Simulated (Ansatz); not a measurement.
```
PtS2
1.0
    3.68252     0.00000     0.00000
   -1.84126     3.18916     0.00000
    0.00000     0.00000    18.79264
Pt S
1 2
Direct
  0.00000   0.00000   0.50000
  0.33333   0.66667   0.56225
  0.66667   0.33333   0.43775
```

All values below come from PBE, rigid bands (plane waves, PAW, scalar-relativistic; Ansatz, an electronic-structure program). Condition of this run: biaxial strain +3 %. How the cell was made: cell and atoms relaxed with PBE, then loaded as said.

### Question
Predict the electron conductivity mass (n e² τ/σ) at 300 K, by direction if it differs.

### Answer
0.45 mₑ.

### Question
And the band gap?

### Answer
1.54 eV at this level; semilocal functionals usually fall short of the measured gap.

Rigid bands, one relaxation time for all states, no polarons. Spin-orbit coupling is left out; where it splits the top of the valence band it changes the hole mass and lowers the gap by about a third of the splitting.

Model free-standing layer, not matched to a measured one here: monolayer PtS2.
